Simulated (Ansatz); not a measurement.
Take WSe2 in the rutile structure (space group P4_2/mnm, No. 136; a = 6.151 Å, c = 3.311 Å; a hypothetical phase, not in the database extracts checked) as the base.

Levels (all Ansatz, an electronic-structure program, PAW): PBEsol (420 eV, no spin-orbit coupling); r2SCAN (500 eV, no SOC).

The geometry is relaxed with PBEsol.

```
Quantity           Value
---------------  -------
PBEsol pressure  0.0 GPa
```

Task: Predict the pressure from r2SCAN.

Result: The pressure goes from zero to 2.7 GPa.

Single points use the geometry relaxed with PBEsol. Their cutoffs differ, which shifts pressures a little. No phonon test of stability was made. The final runs are not spin-polarised. WSe2 has a high density of states at the Fermi level and may be magnetic at this level.
